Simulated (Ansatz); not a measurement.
A computed series for WSi2: response to strain

Consider WSi2 (space group I4/mmm, No. 139; a = 3.202 Å, c = 7.818 Å; relaxed with 0.1 eV smearing). Axes: x, y, z lie along a, b, c of the conventional cell.

Strains are applied to the cell and any free atomic positions relax; under biaxial strain the out-of-plane vector relaxes too.

Computed with PBEsol (Ansatz, a program for electronic structure), without spin-orbit coupling.

Notes on the quantities. in-plane stress: mean in-plane stress (compression positive); energy relative to the base: free energy F.

```tsv
case	in-plane stress	out-of-plane strain	energy relative to the base
base	–	–	0 meV/atom
biaxial strain −3.00 %, plane normal [001], relaxed out of plane	+17.7 GPa	+1.29 %	+42 meV/atom
biaxial strain −2.50 %, plane normal [001], relaxed out of plane	+14.5 GPa	+1.04 %	+29 meV/atom
biaxial strain −1.00 %, plane normal [001], relaxed out of plane	+5.5 GPa	+0.38 %	+4.5 meV/atom
biaxial strain +0.50 %, plane normal [001], relaxed out of plane	-2.6 GPa	-0.18 %	+1.1 meV/atom
biaxial strain +1.00 %, plane normal [001], relaxed out of plane	-5.1 GPa	-0.35 %	+4.3 meV/atom
biaxial strain +1.50 %, plane normal [001], relaxed out of plane	-7.5 GPa	-0.51 %	+9.6 meV/atom
biaxial strain +2.00 %, plane normal [001], relaxed out of plane	-9.8 GPa	-0.66 %	+17 meV/atom
biaxial strain +2.50 %, plane normal [001], relaxed out of plane	-12.0 GPa	-0.81 %	+26 meV/atom
biaxial strain +3.00 %, plane normal [001], relaxed out of plane	-14.0 GPa	-0.95 %	+37 meV/atom
```

No phonon test of stability was made. All final runs are without spin polarisation.
